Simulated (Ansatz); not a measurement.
Structures of equal composition on the (111)B surface of zinc-blende GaAs (As plane on top): 2x2 As adatom at H3; 2x2 As adatom at T1; 2x2 As adatom at T4. The slabs share one bottom face, and each structure is named by its start. These are constructed structures in small cells; real faces may alloy, dewet or reconstruct in larger ones, and not all known structures of the face are among them. Slabs of about 14 Å with all that they carry, Fermi-Dirac smearing of 0.025 eV. Bottom of the slabs: H caps. Relaxed from the named starts with such symmetry as they have, on meshes of like density; energies extrapolated to zero smearing; no spin-orbit coupling, no U. Spin-polarised runs, if any, are marked in brackets, and their order is one that fits the cell; the others ran without spin. Where a second, spin-polarised start was run, the lower counts.

Host crystal: zinc-blende GaAs, with a band gap (PBE, scalar-relativistic without spin-orbit coupling).

These are r2SCAN, at the PBE geometry (plane waves to 500 eV, PAW; Ansatz, a program for electronic structure) values and carry that method's errors.

Put the candidates in order of energy per 1x1 cell, lowest first, for r2SCAN, at the PBE geometry.

2x2 As adatom at T4 (0.000 eV, gap 0.56 eV on the mesh), 2x2 As adatom at H3 (0.029 eV, no gap over 0.04 eV on the mesh), 2x2 As adatom at T1 (0.428 eV, a narrow gap of 0.07 eV by band count)
